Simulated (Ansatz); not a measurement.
**TaAs, pressure series**

Consider TaAs (space group I4_1md, No. 109; a = 3.463 Å, c = 11.733 Å).

Cell and atoms are relaxed at each pressure.

The values are results of DFT with PBE, PAW potentials and a 420 eV plane-wave cutoff in Ansatz (a program for electronic structure), no spin-orbit coupling, not measurements.

Notes on the quantities. enthalpy: H = E + PV relative to the base's energy.

```json
[
 {"case": "base", "enthalpy": "–", "volume per atom": "17.59 Å³"},
 {"case": "pressure −2 GPa", "enthalpy": "-0.22 eV/atom", "volume per atom": "___"},
 {"case": "pressure −1 GPa", "enthalpy": "-0.11 eV/atom", "volume per atom": "17.69 Å³"},
 {"case": "pressure 0.9 GPa", "enthalpy": "+0.10 eV/atom", "volume per atom": "___"},
 {"case": "pressure 2.1 GPa", "enthalpy": "+0.23 eV/atom", "volume per atom": "17.38 Å³"},
 {"case": "pressure 4.5 GPa", "enthalpy": "+0.49 eV/atom", "volume per atom": "17.16 Å³"},
 {"case": "pressure 9 GPa", "enthalpy": "+0.96 eV/atom", "volume per atom": "16.79 Å³"},
 {"case": "pressure 15 GPa", "enthalpy": "+1.58 eV/atom", "volume per atom": "___"},
 {"case": "pressure 22.5 GPa", "enthalpy": "+2.34 eV/atom", "volume per atom": "15.86 Å³"},
 {"case": "pressure 30 GPa", "enthalpy": "+3.07 eV/atom", "volume per atom": "15.44 Å³"}
]
```

Problem. Fill in the withheld entries from the trend.

Solution. 
- pressure −2 GPa, volume per atom: 17.80 Å³
- pressure 0.9 GPa, volume per atom: 17.50 Å³
- pressure 15 GPa, volume per atom: 16.34 Å³

Load acts through the strain it causes; cell and atoms are relaxed under it. No phonon test of stability was made. Competing high-pressure phases were not computed. All final runs are without spin polarisation.
